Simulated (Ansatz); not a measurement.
BN under load (space group P6_3mc), PBE, rigid bands run with Ansatz (a program for electronic structure). Condition of this run: hydrostatic pressure of -9 GPa (compression positive) (the target of the relaxation). Band gap 5.24 eV, N_c = 1.41e19 cm⁻³ and N_v = 4.95e19 cm⁻³ at 300 K, conductivity masses along x (a = (2.56, 0.00, 0.00) Å; b = (-1.28, 2.22, 0.00) Å; c = (0.00, 0.00, 4.24) Å) of 0.523 mₑ (electrons) and 0.843 mₑ (holes). Take k_BT = 0.02585 eV.

What thermal injection velocity √(2k_BT/πm) limits a ballistic channel along the direction named?

7.44e6 cm/s for electrons and 5.86e6 cm/s for holes, a ratio of √(m_h/m_e) = 1.27, for dilute carriers.

A film of it is 3 nm thick, with its normal along the direction named. Estimate the confinement energies in an infinite well.

ħ²π²/(2m t²) = 0.376 eV·nm²/(m/mₑ × t²) gives 79.9 meV for electrons and 49.6 meV for holes, so the gap would widen to about 5.37 eV. Finite barriers and nonparabolic bands lower this, and with several valleys or bands the heaviest mass along the normal sets the lowest level, not this average.

Find the intrinsic carrier density and the intrinsic Fermi level.

n_i = √(N_c N_v) exp(−E_g/2k_BT) = 2.64e19 × exp(−101.35) = 2.6e-25 cm⁻³. The level lies (k_BT/2) ln(N_v/N_c) = 16 meV from mid-gap (positive towards the conduction band). Each 0.1 eV added to the gap lowers n_i by a factor of 6.9.

Rigid bands with the computed gap; masses take one relaxation time for all states. Spin-orbit coupling is left out. Geometry: cell and atoms relaxed with PBEsol.
